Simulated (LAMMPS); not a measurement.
Fault surfaces of Ni (fcc) on several planes, rigid shifts with relaxation along the normal.

Computed with machine-learned potential (static), pair style snap, file Ni_Zuo_JPCA2020.quadratic.snap, run in LAMMPS.

```
plane  largest on the first line  largest on the surface  first line along
-----  -------------------------  ----------------------  ----------------
(001)                 1220 mJ/m²              2020 mJ/m²            [1-10]
(110)                 2090 mJ/m²              2630 mJ/m²             [001]
(111)                  790 mJ/m²              1250 mJ/m²            [1-10]
```
